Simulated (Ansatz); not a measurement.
Functionals compared on a constructed model of the (100) surface of fcc Al, a pseudomorphic layer of Sc in the host's stacking (bottom of the slab: a bare face, its two planes held), in Ansatz (plane waves, PAW). The structure was relaxed with PBE; the other rows are single points on it. Cutoff 420 eV (500 eV for r2SCAN).

Model: 7-atom slab, 12.4 Å thick at the start, 13x13x1 mesh, Fermi-Dirac 0.1 eV, dipole correction, 2 atoms held, the rest relaxed; symmetry of the start imposed; no spin, no spin-orbit, no U. It is one candidate, not shown to be the stable structure of the face. These notes are the PBE run's.

| functional | work function of the top face (eV) | rough cost of the single point |
|---|---|---|
| PBE | 3.73 | – |
| RPBE | 3.61 | about 13 core-seconds (a rough figure) |
| r2SCAN | [?] | roughly 28 core-seconds |

Task: What belongs in the gaps?

Result: 
- r2SCAN, work function of the top face (eV): 3.79

Ansatz is a program for electronic structure.
